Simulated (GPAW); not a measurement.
# Input and output of a self-consistent single point for a sheet of PtS2 (3 atoms in the cell) (GPAW)

Level of theory: PBE, LCAO dzp, GPAW PAW datasets PBE (gpaw-data 1.0.1) in GPAW.

Input as run:

```python
from ase import Atoms
from gpaw import GPAW

atoms = Atoms(['Pt', 'S', 'S'],
              cell=[[3.398676, 0.000000, 0.000000],
                    [-1.699339, 2.943340, 0.000000],
                    [0.000000, 0.000000, 16.792624]],
              positions=[[0.000000, 0.000000, 8.396312],
                         [-0.000002, 1.962228, 9.792619],
                         [1.699339, 0.981112, 7.000005]],
              pbc=True)

calc = GPAW(mode='lcao',
            h=0.2,
            basis='dzp',
            xc='PBE',
            kpts={'size': (8, 8, 1), 'gamma': True},
            occupations={'name': 'methfessel-paxton', 'width': 0.2, 'order': 1},
            convergence={'density': 1e-05},
            symmetry={'symmorphic': False, 'tolerance': 0.0005},
            maxiter=120)

atoms.calc = calc

energy = atoms.get_potential_energy()
print('Energy (eV):', round(energy, 6))
forces = atoms.get_forces()
print('Forces (eV/Ang):')
print(forces.round(5))
```

Output (repeated stretches shortened):

```
Input parameters:
  basis: dzp
  convergence: {density: 1e-05}
  h: 0.2
  kpts: {gamma: True,
         size: (8, 8, 1)}
  maxiter: 120
  mode: lcao
  occupations: {name: methfessel-paxton,
                order: 1,
                width: 0.2}
  symmetry: {symmorphic: False,
             tolerance: 0.0005}
  xc: PBE

species:
  Pt:
    name: Platinum
    Z: 78.0
    valence: 16
    core: 62
    charge: 0.0
    file: Pt.PBE.gz

    # LCAO basis set for Pt:
    #   Name: dzp
    #   File: Pt.dzp.basis.gz
    #   Number of radial functions: 9
    #   Number of spherical harmonics: 27
    #     l=0, rc=8.5938 Bohr: 6s-sz confined orbital
    #     l=1, rc=3.5781 Bohr: 5p-sz confined orbital
    #     l=1, rc=13.6250 Bohr: 6p-sz confined orbital
    #     l=2, rc=6.0938 Bohr: 5d-sz confined orbital
    #     l=0, rc=5.0625 Bohr: 6s-dz split-valence wave
    #     l=1, rc=2.4219 Bohr: 5p-dz split-valence wave
    #     l=1, rc=8.3281 Bohr: 6p-dz split-valence wave
    #     l=2, rc=3.6406 Bohr: 5d-dz split-valence wave
    #     l=1, rc=8.5938 Bohr: p-type Gaussian polarization
    #   Number of RI-basis functions 0

  S:
    name: Sulfur
    Z: 16.0
    valence: 6
    core: 10
    charge: 0.0
    file: S.PBE.gz

    # LCAO basis set for S:
    #   Name: dzp
    #   File: S.dzp.basis.gz
    #   Number of radial functions: 5
    #   Number of spherical harmonics: 13
    #     l=0, rc=5.5156 Bohr: 3s-sz confined orbital
    #     l=1, rc=6.9375 Bohr: 3p-sz confined orbital
    #     l=0, rc=3.0469 Bohr: 3s-dz split-valence wave
    #     l=1, rc=3.9375 Bohr: 3p-dz split-valence wave
    #     l=2, rc=6.9375 Bohr: d-type Gaussian polarization
    #   Number of RI-basis functions 0

Reference energy: -522090.602563  # eV

Spin-paired calculation

Convergence criteria:
 Maximum [total energy] change in last 3 cyles: 0.0005 eV / valence electron
 Maximum integral of absolute [dens]ity change: 1e-05 electrons / valence electron
 Maximum integral of absolute [eigenst]ate change: 4e-08 eV^2 / valence electron
 Maximum number of scf [iter]ations: 120

Symmetries present (total): 12
Symmetries with fractional translations: 0
64 k-points: 8 x 8 x 1 Monkhorst-Pack grid + [1/16,1/16,0.000000]
10 k-points in the irreducible part of the Brillouin zone
       k-points in crystal coordinates                weights
   0:     0.00000000    0.00000000    0.00000000          1/64
   1:     0.12500000    0.00000000    0.00000000          6/64
   2:     0.25000000   -0.12500000    0.00000000          6/64
   [... 7 lines left out ...]

Wave functions: LCAO
  Diagonalizer: Serial LAPACK
  Atomic Correction: dense with blas
  Data-type: complex

Occupation numbers: Methfessel-Paxton:
  width: 0.2000  # eV
  order: 1

Eigensolver
   LCAO using direct dense diagonalizer

Densities:
  Coarse grid: 16*16*84 grid
  Fine grid: 32*32*168 grid
  Total Charge: 0.000000

Density mixing:
  Method: separate
  Backend: pulay
  Linear mixing parameter: 0.05
  old densities: 5
  Damping of long wavelength oscillations: 50

Hamiltonian:
  XC and Coulomb potentials evaluated on a 32*32*168 grid
  Interpolation: tri-quintic (5. degree polynomial)
  Poisson solver: FastPoissonSolver using
    Stencil: 8*3+1=25 point O(h^6) finite-difference Laplacian
    FFT axes: [np.int64(0), np.int64(1), np.int64(2)]
    FST axes: []

XC parameters: PBE with 2 nearest neighbor stencil

Number of atoms: 3
Number of atomic orbitals: 53
Number of bands in calculation: 20
Number of valence electrons: 28
Bands to converge: occupied

Density initialized from atomic densities

         S

       Pt
            S

Atomic positions and initial magnetic moments

Positions:
   0 Pt     0.000000    0.000000    8.396312    ( 0.0000,  0.0000,  0.0000)
   1 S     -0.000002    1.962228    9.792619    ( 0.0000,  0.0000,  0.0000)
   2 S      1.699339    0.981112    7.000005    ( 0.0000,  0.0000,  0.0000)

Unit cell:
           periodic     x           y           z      points  spacing
  1. axis:    yes    3.398676    0.000000    0.000000    16     0.1840
  2. axis:    yes   -1.699339    2.943340    0.000000    16     0.1840
  3. axis:    yes    0.000000    0.000000   16.792624    84     0.1999

  Lengths:   3.398676   3.398677  16.792624
  Angles:   90.000000  90.000000 120.000013

Effective grid spacing dv^(1/3) = 0.1984

     iter     time        total  log10-change:
                         energy   eigst   dens
iter:   1 --:--:--   -15.589866        c
iter:   2 --:--:--   -15.115168        c -1.26
iter:   3 --:--:--   -14.453439        c -1.32
iter:   4 --:--:--   -14.349977        c -1.46
iter:   5 --:--:--   -14.302460        c -1.80
iter:   6 --:--:--   -14.291522        c -2.12
iter:   7 --:--:--   -14.287849        c -2.37
iter:   8 --:--:--   -14.286761c       c -2.68
iter:   9 --:--:--   -14.286745c       c -3.49
iter:  10 --:--:--   -14.286747c       c -3.71
iter:  11 --:--:--   -14.286755c       c -3.73
iter:  12 --:--:--   -14.286746c       c -3.85
iter:  13 --:--:--   -14.286746c       c -3.99
   [... 2 lines left out ...]
iter:  16 --:--:--   -14.286744c       c -4.26
iter:  17 --:--:--   -14.286744c       c -4.38
iter:  18 --:--:--   -14.286748c       c -4.43
iter:  19 --:--:--   -14.286748c       c -4.85
iter:  20 --:--:--   -14.286748c       c -4.95
iter:  21 --:--:--   -14.286748c       c -5.02c

Converged after 21 iterations.

Dipole moment: (-0.309482, -0.536040, -0.000000) |e|*Ang

Energy contributions relative to reference atoms: (reference = -522090.602563)

Kinetic:         +6.234133
Potential:       -8.637126
External:        +0.000000
XC:             -12.055245
Entropy (-ST):   +0.005922
Local:           +0.167542
SIC:             +0.000000
--------------------------
Free energy:    -14.284774
Extrapolated:   -14.286748

Showing only first 2 kpts
 Kpt  Band  Eigenvalues  Occupancy
  0    12     -1.87257    2.00573
  0    13     -1.87153    2.00354
  0    14      1.03058   -0.00000
  0    15      1.03178   -0.00000

  1    12     -1.98332    2.06288
  1    13     -1.81405    1.80510
  1    14      0.25592   -0.00000
  1    15      0.83668   -0.00000

Fermi level: -1.70152

Gap: 1.399 eV
Transition (v -> c):
  (s=0, k=1, n=13, [0.12, 0.00, 0.00]) -> (s=0, k=7, n=14, [0.50, 0.25, 0.00])
Direct/indirect transitions are different
Direct gap: 1.765 eV
Transition at: (s=0, k=3, n=13, [0.25, 0.00, 0.00])
Energy (eV): -14.286748

Forces in eV/Ang:
  0 Pt    0.00000   -0.00000    0.00000
  1 S     0.00000   -0.00000   -0.39953
  2 S     0.00000    0.00000    0.39953
```

The run converged in 21 iterations.

The starting cell was generated: these elements placed on a structure prototype, without a prior relaxation; it need not be a known phase or ordering of this composition. Its lattice was rescaled in the plane by a random factor within 2.5 % of one. Spin-orbit coupling is off. Values carry the incompleteness of an atom-centred basis.

Cost on one core of a shared machine: roughly 80 s.
